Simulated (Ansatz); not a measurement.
Consider BP in the zinc blende structure (space group F-43m, No. 216).

```yaml
crystal:
  lattice:
    - [0.00000, 2.26828, 2.26828]
    - [2.26828, 0.00000, 2.26828]
    - [2.26828, 2.26828, 0.00000]
  atoms:
    - { symbol: B, position: [0.00000, 0.00000, 0.00000] }
    - { symbol: P, position: [0.25000, 0.25000, 0.25000] }
```

Cartesian axes are those of the cell as printed.

Computed with Kohn–Sham DFT with the r2SCAN functional, run in Ansatz (a quantum-chemistry and plane-wave program) with PAW and 500 eV plane waves, no spin-orbit coupling.

Now apply this change: an isotropic linear strain of +1.50 %; the atoms relax in the strained cell.

Task: Predict the stress tensor and what it implies for the stiffness.

Result: Stress of the strained cell less that of the base (GPa, compression positive):
```
  -6.95    0.00    0.00
   0.00   -6.95    0.00
   0.00    0.00   -6.95
```

Then B = −ΔP/(ΔV/V₀) with ΔV/V₀ = 0.0457 gives secant stiffness values (nonlinear terms included at this strain): B ≈ 152 GPa.

As a check, the harmonic strain energy −½ V₀ Δσ:ε is 11 meV/atom; the computed energy rise is 12 meV/atom.

Whether these cells are dynamically stable was not tested.
